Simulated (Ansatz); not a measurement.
System: KSnF₃ (model structure, started from the CsGeCl3 type, R3m, No. 160, 5 atoms in the cell). Method: G0W0@PBEsol in Ansatz (hard PAW, contour deformation, complete-basis limit).

Run with largest k mesh 4×4×4 (not extrapolated in the mesh).

Cell (relaxed with PBEsol):

```yaml
crystal:
  lattice:
    - [3.49847, 2.01984, 2.36307]
    - [-3.49847, 2.01984, 2.36307]
    - [0.00000, -4.03968, 2.36307]
  atoms:
    - { symbol: K, position: [0.97020, 0.97020, 0.97020] }
    - { symbol: Sn, position: [0.47507, 0.47507, 0.47507] }
    - { symbol: F, position: [0.53802, 0.53802, 0.93468] }
    - { symbol: F, position: [0.93468, 0.53802, 0.53802] }
    - { symbol: F, position: [0.53802, 0.93468, 0.53802] }
```

Task: Predict the band gap.

Result: 
- band gap = 5.78 eV

Note: filled d or f shells below the valence bands can shift G0W0 gaps through exchange with them, which wasn't tested here; the relaxation could raise the start's symmetry but not lower it, so the cell can be a saddle point; the gap holds a correction of +0.21 eV to the complete basis.

Spin–orbit coupling is not included.

Computed values are for the static lattice.

Cost on a shared machine: roughly 2.3 core-hours.

A model structure was made by putting elements into a prototype or built by hand; it is no filed structure, need not be a known phase, and can be a saddle point held by its symmetry.

Ansatz is an electronic-structure program.
